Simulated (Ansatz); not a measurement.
Reference: GaP (F-43m), HSE06, rigid bands (plane waves, PAW, scalar-relativistic; Ansatz, an electronic-structure program); geometry: cell and atoms relaxed with PBEsol.

```cif
data_GaP
_chemical_formula_sum 'Ga1 P1'
_space_group_name_H-M_alt 'P 1'
_space_group_IT_number 1
_cell_length_a 3.84556
_cell_length_b 3.84556
_cell_length_c 3.84556
_cell_angle_alpha 60.000
_cell_angle_beta 60.000
_cell_angle_gamma 60.000
loop_
_space_group_symop_operation_xyz
  'x, y, z'
loop_
_atom_site_label
_atom_site_type_symbol
_atom_site_fract_x
_atom_site_fract_y
_atom_site_fract_z
_atom_site_occupancy
Ga1 Ga 0.00000 0.00000 0.00000 1
P1 P 0.25000 0.25000 0.25000 1
```

The band gap comes out as 2.25 eV and the electron conductivity mass is 0.34 mₑ. The Seebeck coefficient, n-type 1e19 cm⁻³ is -329 μV/K.

Task: Swap Ga for In, keeping the structure type. How do these values move?

Result: InP (F-43m): volume per atom 20.1 to 25.4 Å³; band gap falls (2.25 eV to 1.45 eV); electron conductivity mass falls (0.34 mₑ to 0.095 mₑ); Seebeck coefficient, n-type 1e19 cm⁻³ falls in size (-329 μV/K to -61 μV/K).

Task: Swap Ga for Al, keeping the structure type. How do these values move?

Result: AlP (F-43m): volume per atom 20.1 to 20.5 Å³; band gap stays about the same (2.25 eV to 2.28 eV); electron conductivity mass stays about the same (0.34 mₑ to 0.33 mₑ); Seebeck coefficient, n-type 1e19 cm⁻³ falls in size (-329 μV/K to -260 μV/K).

Task: Swap P for As, keeping the structure type. How do these values move?

Result: GaAs (F-43m): volume per atom 20.1 to 22.6 Å³; band gap falls (2.25 eV to 1.40 eV); electron conductivity mass falls (0.34 mₑ to 0.070 mₑ); Seebeck coefficient, n-type 1e19 cm⁻³ falls in size (-329 μV/K to -50 μV/K).

Moves up to 5 % count as about the same. Masses are for dilute carriers at 300 K, harmonic means over directions unless an axis is named. Seebeck coefficients are for the stated density at 300 K, with one relaxation time for all states and whether or not that doping can be reached. Spin-orbit coupling is left out.
